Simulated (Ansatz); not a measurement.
Input and output of a self-consistent single point for a (001) slab of P (cut from a parent of space group no. 166; 6 atoms in the cell) (Ansatz, a first-principles code).

Method: PBEsol, default PAW files made with PBE (plane waves; Ansatz).

```
P
1.0
    3.46180     0.00000     0.00000
   -1.73090     2.99801     0.00000
    0.00000     0.00000    21.41602
P
6
Cartesian
  0.00000   1.99867  14.41602
  0.00000   0.00000  13.27821
  0.00000   0.00000   8.13792
  1.73090   0.99934   7.00000
  1.73090   0.99934  11.27690
  0.00000   1.99867  10.13911
```

Reference input (self-consistent single point, DFT, PBEsol, plane waves, default PAW files made with PBE): basis.ecutwfc = 420 eV; kpoints.mp_grid.grid = 10 10 1; hamiltonian.xc = pbesol; hamiltonian.pseudopotentials = {kind: paw} (the program's default PAW files); scf.occupations.method = gaussian; scf.occupations.width = 0.1 eV. This run's input differs from it in these lines:

Ansatz 0.2 input:
```diff
@@ -13,3 +13,3 @@
 basis:
-  ecutwfc: 420.0
+  ecutwfc: 250.0
 kpoints:
```

The program printed (abridged):

```
SCF iter   1: F=—  HF=-4438.914334 eV  |F-HF|=—  |Δ(HF+E_count)|=         —  Δρ=4.23e-3  dr2=6.30e-2  ethr=1.77e-3  ⟨swp⟩=10.3  Hψ=2294  notcnv=0
all-band conjugate gradients solve this SCF's bands
preconditioner: auto → LDOS
SCF iter   2: F=—  HF=-4438.923096 eV  |F-HF|=—  |Δ(HF+E_count)|=   8.76e-3  Δρ=2.09e-3  dr2=1.16e-1  ethr=2.10e-4  ⟨swp⟩=2.5  Hψ=639  notcnv=0  defer=19
   [... lines left out ...]
SCF iter   4: F=—  HF=-4438.910665 eV  |F-HF|=—  |Δ(HF+E_count)|=   1.78e-3  Δρ=2.61e-4  dr2=3.40e-4  ethr=6.36e-5  ⟨swp⟩=2.1  Hψ=346  notcnv=0  defer=18
SCF iter   5: F=—  HF=-4438.910601 eV  |F-HF|=—  |Δ(HF+E_count)|=   6.35e-5  Δρ=8.85e-5  dr2=2.41e-5  ethr=1.13e-6  ⟨swp⟩=2.2  Hψ=497  notcnv=0  defer=18
SCF iter   6: F=—  HF=-4438.910857 eV  |F-HF|=—  |Δ(HF+E_count)|=   2.56e-4  Δρ=2.03e-5  dr2=1.15e-6  ethr=8.04e-8  ⟨swp⟩=2.6  Hψ=470  notcnv=0  defer=3
SCF iter   7: F=-4438.910858 eV  HF=-4438.910858 eV  |F-HF|=8.68e-8  |Δ(HF+E_count)|=   6.42e-7  Δρ=4.58e-6  dr2=3.16e-8  ethr=3.33e-10  ⟨swp⟩=9.7  Hψ=1920  notcnv=0
SCF 1 converged in 7 iterations: F = -4438.910858 eV  dr2 = 3.16e-8
Free energy (F): -4438.910858 eV
Internal energy: -4438.907186 eV  (E = F + TS)
E sigma→0 (E₀):  -4438.909022 eV
Entropy (-TS):   -0.003671 eV (-0.612 meV/atom)
Fermi energy:    1.752908 eV
--- Forces (eV/Å), atoms counted from 1 ---
  atom   1  P      0.00000000    -0.00000000    -0.15745038
  atom   2  P      0.00000000    -0.00000000    -0.26204134
  atom   3  P      0.00000000     0.00000000     0.26204134
  atom   4  P      0.00000000     0.00000000     0.15745038
  atom   5  P     -0.00000000     0.00000000     0.18949830
  atom   6  P     -0.00000000    -0.00000000    -0.18949830
--- Stress (GPa, compression-positive) ---
       -2.873731       0.000000      -0.000000
       -0.000000      -2.873731      -0.000000
       -0.000000      -0.000000      -1.665480
  P = ⅓ Tr σ = -2.4710 GPa (-24.710 kbar)
  The stress holds the Pulay correction. Without it, at fixed plane waves, as pw.x and ABINIT print it: P = -5.9666 GPa
```

The run converged in 7 iterations. Against the reference run the free energy rises by 191 meV/atom and the largest force goes from 0.316 to 0.262 eV/Å.

The starting cell comes from a database of computed structures (which also holds hypothetical and non-ambient phases and stackings), without a prior relaxation at this level. The slab is cut from that crystal, and its faces are unrelaxed. Its lattice was rescaled by up to half a per cent. Spin polarisation is off, though cut faces can carry moments; the slab shows no gap. The cutoff lies below the one recommended for these files.
